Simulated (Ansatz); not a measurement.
# MoTe2: stress against strain

MoTe2 (2H layered, P6_3/mmc, 24.170 Å³/atom and stress up to 0.01 GPa in the relaxed cell, c along z) under a strain ε along c (axis z), the other axes held. PBE-D3(BJ) in Ansatz, a plane-wave DFT program (PAW, default set), 420 eV, 11×11×3 Γ-centred mesh, Fermi-Dirac smearing 0.05 eV; ions are relaxed, or left where forces stay under 0.02 eV/Å, within the symmetry of each cell. Stress is positive for a compressed cell.

Here s stands for strain and y for stress zz.

| strain (%) | stress zz (GPa) |
|---|---|
| -3.00 | ? |
| -1.20 | 0.90 |
| -0.60 | 0.40 |
| 0.00 | 0.00 |
| 0.60 | -0.42 |
| 1.20 | -0.72 |

**Question.** Using a straight line, estimate the missing y at s = -3.00 from the other rows, showing the fit.

**Answer.** Means: s 0, y 0.032. About the means, the sum of products is -2.4360 and the sum of squares of s is 3.6000; the slope is their ratio. Least squares gives y = 0.032 - 0.6767·s. Residuals (row less fit): 0.056, -0.038, -0.032, -0.046, 0.060; standard error 0.061 (degrees of freedom: 3). The slope gives the elastic constant C33 = 68 ± 3 GPa (± standard error of the fit, which holds the terms cut off). At the withheld row, y = 0.032 - 0.6767 × (-3.0) = 2.062 GPa. The calculation gives 2.60 GPa, 0.538 GPa above the prediction (16.2 % of the range of y in the table). The row lies outside the fitted rows, so this is an extrapolation. From the scatter of the fitted rows alone, a prediction at this place has a standard error of 0.118 GPa, so the miss is 4.6 times that.

A polynomial of degree 2 through the 10 other runs of the series gives 2.59 there, so most of the miss is curvature that the fit leaves out. Spin-orbit coupling is left out, which can shift these values for the heavy elements here. Rows are the converged runs of the series near zero and its far end; series whose fitted rows scatter by over a few per cent of the range, as at a crossing or softening among them, aren't shown in this form, nor equations of state whose B0' disagrees with the runs' pressures. Most that stay on the fit to the last digits aren't either.
